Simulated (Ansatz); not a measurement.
Convergence series on MgRh (Pm-3m, 2 atoms in the cell)

Space group Pm-3m (No. 221); a = 3.0992 Å, b = 3.0992 Å, c = 3.0992 Å, α = 90.00°, β = 90.00°, γ = 90.00°

```json
[
 {"atom": "Rh", "site": "1b", "symmetry": "m-3m", "x": "0.5000", "y": "0.5000", "z": "0.5000"},
 {"atom": "Mg", "site": "1a", "symmetry": "m-3m", "x": "0.0000", "y": "0.0000", "z": "0.0000"}
]
```

Method of the run: PBEsol, default PAW files made with PBE (plane waves; Ansatz, a program for electronic structure).

The starting cell comes from a database of published, mostly measured structures (it also holds non-ambient and calculated ones), without a prior relaxation at this level. Spin polarisation is off. Ansatz's pressure includes its estimate of the finite-basis (Pulay) stress.

Held fixed: kpoints.mp_grid.grid = 11 11 11; hamiltonian.xc = pbesol; hamiltonian.pseudopotentials = {kind: paw} (the program's default PAW files); scf.occupations.method = gaussian; scf.occupations.width = 0.136 eV.

ΔF is the free energy per atom less that of the last row (840 eV).

The first pressure column holds Ansatz's estimate of the finite-basis (Pulay) stress, which hides part of the cutoff error; the other is without it.

| basis.ecutwfc | ΔF (meV/atom) | pressure (GPa) | pressure at a fixed set of plane waves (GPa) | plane waves | iterations |
|---|---|---|---|---|---|
| 170 eV | 17966.3 | 23.31 | -758.46 | 147 | 7 |
| 210 eV | 4137.7 | -5.50 | -235.54 | 203 | 6 |
| 250 eV | 880.1 | -2.48 | -66.77 | 251 | 6 |
| 295 eV | ___ | -2.11 | -14.44 | 341 | 6 |
| 335 eV | 16.9 | -1.83 | -4.01 | 437 | 6 |
| 380 eV | ___ | -1.93 | -2.09 | 485 | 6 |
| 420 eV | 1.24 | -1.95 | -1.99 | 587 | 6 |
| 485 eV | 0.48 | -1.96 | -1.99 | 739 | 6 |
| 545 eV | 0.22 | -1.97 | -1.97 | 847 | 6 |
| 630 eV | 0.12 | -1.97 | -1.97 | 1045 | 6 |
| 735 eV | 0.04 | -1.97 | -1.97 | 1357 | 6 |
| 840 eV | 0.00 | -1.97 | -1.97 | 1647 | 6 |

Q: Some entries are withheld; supply them.

A: 
- 295 eV, ΔF (meV/atom): 127.5
- 380 eV, ΔF (meV/atom): 2.2

Keys are those of Ansatz 0.2.
